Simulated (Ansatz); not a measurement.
Start from an 8-atom supercell of C in the diamond structure (space group Fd-3m, No. 227) at its relaxed geometry.

```
CELL_PARAMETERS angstrom
     -3.56027     0.00000     0.00000
      0.00000     0.00000     3.56027
      0.00000     3.56027     0.00000
ATOMIC_POSITIONS crystal
  C  0.50000 0.50000 0.50000
  C  0.00000 0.50000 0.00000
  C  0.00000 0.00000 0.50000
  C  0.50000 0.00000 0.00000
  C  0.25000 0.75000 0.75000
  C  0.75000 0.75000 0.25000
  C  0.75000 0.25000 0.75000
  C  0.25000 0.25000 0.25000
```

Method: r2SCAN, PAW, 500 eV (Ansatz, a quantum-chemistry and plane-wave program; scalar-relativistic without spin-orbit coupling), earlier PAW set.

Before the change:

* **Pressure**: 0.0 GPa
* **Mean distance from the defect site to its nearest host atoms**: 1.54 Å

Now apply this change: a neutral C vacancy, atoms relaxed at fixed cell, starting from a slightly rattled geometry.

**Question.** How does this affect the pressure, largest displacement of a host atom from its site in the perfect cell and mean distance from the defect site to its nearest host atoms?

**Answer.** The pressure goes from zero to -0.6 GPa; the largest displacement of a host atom from its site in the perfect cell comes out as 0.10 Å; the mean distance from the defect site to its nearest host atoms increases by 0.10 Å (1.54 Å → 1.64 Å).

The magnetic state is the one reached from the starting moments; the real material's order can differ, and small cells can't hold many antiferromagnetic ones. The cell is small, so the values are those of an ordered compound at a high defect concentration; dilute-limit values will differ. The mesh was chosen for an insulator and is coarse for the gapless case. Starting moments died away, wholly or in part, for C vacancy; another magnetic solution may exist. The defect cell is spin-polarised and ends with 0.0 μB.
